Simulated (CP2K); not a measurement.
Band structure of CsH (Pm-3m, 2 atoms in the cell).

```
CELL_PARAMETERS angstrom
      3.81459     0.00000     0.00000
      0.00000     3.81459     0.00000
      0.00000     0.00000     3.81459
ATOMIC_POSITIONS crystal
  Cs 0.00000 0.00000 0.00000
  H  0.50000 0.50000 0.50000
```

Computed with LDA (Pade form), GPW, DZVP-MOLOPT-SR-GTH basis, GTH-PADE potentials (GTH_POTENTIALS) (CP2K).

Settings: CUTOFF = 500 Ry; REL_CUTOFF = 50 Ry; KPOINTS/SCHEME = MONKHORST-PACK 7 7 7; XC_FUNCTIONAL = PADE; Cs/BASIS_SET = DZVP-MOLOPT-SR-GTH-q9; Cs/POTENTIAL = GTH-PADE-q9; H/BASIS_SET = DZVP-MOLOPT-SR-GTH-q1; H/POTENTIAL = GTH-PADE-q1; METHOD = GPW; EPS_DEFAULT = 1e-10; EXTRAPOLATION = USE_GUESS; NGRIDS = 5; SCF_GUESS = ATOMIC; EPS_SCF = 1e-07.

The starting cell comes from a database of computed structures (which also holds hypothetical and non-ambient phases and stackings), without a prior relaxation at this level. Its lattice was rescaled by a random factor within 2.5 % of one. Values carry the incompleteness of an atom-centred basis.

Predict the gap along the standard path and the places of the band edges.

The gap along the path is 0.09 eV, from R to X; the smallest direct gap on it is 1.38 eV.

Levels in eV from the top of the valence band on the SCF mesh, bands 2 to 6:
```json
[
 {"point": "Γ", "2": "-9.09", "3": "-9.09", "4": "-9.09", "5": "-3.21", "6": "2.52"},
 {"point": "X", "2": "-10.69", "3": "-8.92", "4": "-8.92", "5": "-1.33", "6": "1.08"},
 {"point": "M", "2": "-10.35", "3": "-10.35", "4": "-8.77", "5": "0.03", "6": "5.46"},
 {"point": "R", "2": "-10.10", "3": "-10.10", "4": "-10.10", "5": "0.99", "6": "2.37"}
]
```

Higher empty bands are left out: an atom-centred basis made for the valence describes them poorly.
